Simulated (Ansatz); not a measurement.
The reference is W2C (space group P-3m1, No. 164; a = 3.009 Å, c = 4.625 Å; relaxed with 0.1 eV smearing). Axes: x lies along a and z along c of the hexagonal cell.

Calculations: plane-wave PAW DFT at the PBEsol-D3(BJ) level (Ansatz, a first-principles code, 420 eV), scalar-relativistic without spin-orbit coupling, earlier PAW set.

Base values:

```
Quantity   Result
--------  -------
Pressure  0.0 GPa
```

One thing is altered: strain tensor (xx, yy, zz, yz, xz, xy) = (−1.98, −2.30, −0.18, +0.21, +0.38, +0.78) %, atoms relaxed at fixed cell.

Task: How does this affect the pressure?

Result: The pressure (mean of the normal stresses, compression positive) goes from zero to 17.0 GPa.

Task: What happens to the largest internal atomic displacement?

Result: The largest internal atomic displacement comes out as 0.016 Å.

Stability against distortions was not tested. All final runs are without spin polarisation.
